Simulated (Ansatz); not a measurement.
Effect of pressure 2.1 GPa on Cu

The parent structure is Cu in the fcc (Cu type) structure (space group Fm-3m, No. 225; a = 3.577 Å).

One thing is altered: a hydrostatic pressure of 2.1 GPa.

Method: r2SCAN in Ansatz (plane waves to 500 eV, PAW, scalar-relativistic without spin-orbit coupling). Settings: 22×22×22 k-points, 0.05 eV Fermi–Dirac smearing.

```json
[
 {"quantity": "volume per atom", "base": "11.44 Å³", "changed": "11.30 Å³", "shift": "-0.14 Å³"},
 {"quantity": "density", "base": "9.22 g/cm³", "changed": "9.34 g/cm³", "shift": "+0.12 g/cm³"},
 {"quantity": "lattice parameter a", "base": "3.577 Å", "changed": "3.562 Å", "shift": "-0.015 Å"},
 {"quantity": "shortest interatomic distance", "base": "2.529 Å", "changed": "2.519 Å", "shift": "-0.010 Å"},
 {"quantity": "enthalpy H = E + PV relative to the base's energy", "base": "–", "changed": "+0.15 eV/atom", "shift": "–"},
 {"quantity": "band gap", "base": "zero", "changed": "zero", "shift": "–"}
]
```

Load acts through the strain it causes; cell and atoms are relaxed under it. Whether these cells are dynamically stable was not tested. The final runs are not spin-polarised.

Ansatz is a program for electronic structure.
